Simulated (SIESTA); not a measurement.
**A short convergence ladder for AgO (Cccm, 4 atoms in the cell)**

```
AgO
1.0
    2.32635    -2.33977     0.00000
    2.32635     2.33977     0.00000
    0.00000     0.00000     5.56411
Ag O
2 2
Cartesian
  1.16318  -1.16989   2.78205
  1.16318   1.16989   0.00000
  0.00000   0.00000   1.39103
  0.00000   0.00000   4.17308
```

Base method: LDA PW92, numerical atomic orbitals TZP, PseudoDojo LDA standard norm-conserving potentials (rewritten from UPF to PSML) in SIESTA.

Base settings: XC.functional = LDA; XC.authors = PW92; potentials = PseudoDojo LDA standard; PAO.BasisSize = TZP; PAO.EnergyShift = 0.01 Ry; MeshCutoff = 350 Ry; kgrid.MonkhorstPack = 5 5 3; OccupationFunction = MP; OccupationMPOrder = 0; ElectronicTemperature = 1160.45 K.

Core times come from one kind of shared machine, to one figure; runs under 30 s give none.

**The force threshold of a relaxation**

On AgO (P2, 4 atoms in the cell): one atom moved by 0.15 angstrom.

In this ladder: MD.TypeOfRun = FIRE; MD.Steps = 40.

The mesh stays at the base's, so the ladder's end is converged at best in this setting alone.

Only quantities that move along the ladder and can be compared are tabulated.

| MD.MaxForceTol | free energy less the last step's (meV/atom) | largest force left (eV/Å) | relaxation steps | core time / last (rough) |
|---|---|---|---|---|
| 0.2 eV/Ang | 0.56 | 0.1894 | 7 | 0.3 |
| 0.1 eV/Ang | 0.11 | 0.0659 | 8 | 0.3 |
| 0.05 eV/Ang | 0.03 | 0.0425 | 16 | 0.5 |
| 0.03 eV/Ang | 0.01 | 0.0241 | 17 | 0.6 |
| 0.02 eV/Ang | 0.00 | 0.0091 | 18 | 0.6 |
| 0.01 eV/Ang | 0.00 | 0.0091 | 18 | 0.6 |
| 0.005 eV/Ang | 0.00 | 0.0048 | 29 | 0.9 |
| 0.002 eV/Ang | 0.00 | 0.0018 | 34 | 1 |

Coarsest MD.MaxForceTol that holds the largest force left within 0.02 eV/Å of the last step, with all finer ones: 0.02 eV/Ang; the step before is off by 0.022 eV/Å.

Coarsest MD.MaxForceTol that holds the free energy within 0.1 meV/atom of the last step, with all finer ones: 0.05 eV/Ang; the step before is off by 0.11 meV/atom.

On the base run: the starting cell comes from a database of computed structures (which also holds hypothetical and non-ambient phases and stackings), without a prior relaxation at this level. Its lattice was rescaled by up to half a per cent. Values carry the incompleteness of an atom-centred basis. In the base run, with a pressure of about -13 GPa the cell is away from its equilibrium volume at this level. The run gives no clean gap (levels at the Fermi energy touch, overlap or are partly filled at this smearing), which alone does not show that the compound is a metal. Without a gap this mesh is coarse (it stands for a supercell whose shortest vector is 16 Å).

Left out of this page: 1 run of the series failed or unconverged.
